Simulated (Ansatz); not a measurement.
## How the Voigt–Reuss–Hill shear modulus of CsCl-type CuZn moves with the method

No measured value is used here.

| level (code) | value (GPa) | cell (Å³/atom) |
|---|---|---|
| LDA (Ansatz) | ___ | 11.82 |
| PBE (Ansatz) | 34.9 | 13.02 |
| r²SCAN (Ansatz) | 41.6 | 12.44 |
| HSE06 (Ansatz) | 40.8 | 13.03 |

Task: What belongs in the gaps?

Result: 
- LDA (Ansatz, a quantum-chemistry and plane-wave program), value (GPa): 42.3

HSE06: hybrids on metals are sensitive to the k mesh. Each level is taken at its own relaxed cell. Cutoffs and k meshes differ between the levels. Ansatz's density-functional and Hartree–Fock values are scalar-relativistic unless marked +SOC, with PAW data made under PBE.
